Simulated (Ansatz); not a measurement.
## HfO2: tensor shear ε_xz = −1.42 %

Take HfO₂ (space group P4_2/nmc, No. 137; a = 3.577 Å, c = 5.203 Å) as the base. Axes: x, y, z lie along a, b, c of the conventional cell.

Modification: tensor shear ε_xz = −1.42 % (engineering shear γ = -0.0284), atoms relaxed at fixed cell.

Method: r2SCAN, PAW, 500 eV (Ansatz, an electronic-structure program; no SOC). Settings: 9×9×7 k-points, 0.05 eV Fermi–Dirac smearing.

The space group goes from P4_2/nmc (No. 137) to P2_1/m (No. 11) and the shortest interatomic distance shrinks by 0.007 Å to 2.052 Å. The energy increases by 0.5 meV/atom and the pressure (mean of the normal stresses, compression positive) goes from zero to 0.34 GPa. The band gap goes up by 0.025 eV, from 5.27 eV to 5.29 eV (an upper bound: an edge found on the path is not a true extremum; the changed cell) and the largest internal atomic displacement comes out as 0.038 Å. The stress (xx, yy, zz, yz, xz, xy; compression positive) is (0.55, 0.05, 0.42, 0.00, 0.49, 0.00) GPa.

Final structure:

```
CELL_PARAMETERS angstrom
      3.57678     0.00000    -0.05079
      0.00000     3.57678     0.00000
     -0.07388     0.00000     5.20264
ATOMIC_POSITIONS crystal
  Hf 0.01071 0.00000 0.99966
  Hf 0.48929 0.50000 0.50034
  O  0.00152 0.50000 0.19548
  O  0.99931 0.50000 0.69608
  O  0.49848 0.00000 0.30452
  O  0.50069 0.00000 0.80392
```

Cost of the whole job for the changed cell (relaxation, final SCF and bands): roughly 3 core-minutes.

With Hf present, leaving out spin-orbit coupling can change the band edges. The cells carry an imposed strain or load. Stability against distortions was not tested. This is not the structure that HfO2 has at room temperature and ambient pressure.
